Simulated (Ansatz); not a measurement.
# Lattice thermal conductivity of C in the diamond structure

Method: the linearised phonon Boltzmann equation (three-phonon plus isotope scattering); Ansatz (a program for electronic structure), LDA functional, plane-wave PAW; third-order constants from a 128-atom supercell out to 4.2 Å, harmonic mesh 8×8×8, k mesh 16×16×16, scattering mesh 25×25×25. Unless called populations, κ holds the coherence term between modes besides the Boltzmann populations. The cell is strained isotropically by 2 % in length.

| T (K) | κ (W/m/K) | κ, relaxation time | coherences (mean) |
|---|---|---|---|
| 300 | 1800 | 1300 | 0.037 |
| 400 | 1300 | 970 | 0.082 |
| 500 | 1100 | 790 | 0.13 |
| 600 | 890 | 670 | 0.17 |
| 800 | 690 | 530 | 0.24 |
| 1000 | 560 | 430 | 0.29 |

```json
{
 "highest_phonon_frequency": "38.0 THz",
 "exponent n of κ ∝ T⁻ⁿ above 300 K": "0.95"
}
```

Supercell, cutoff and meshes were set by a common rule and not converged for this crystal in particular.

No phase change or melting is allowed for: the numbers belong to this structure as given.

The PAW data sets were generated under PBE and serve the other functionals too.
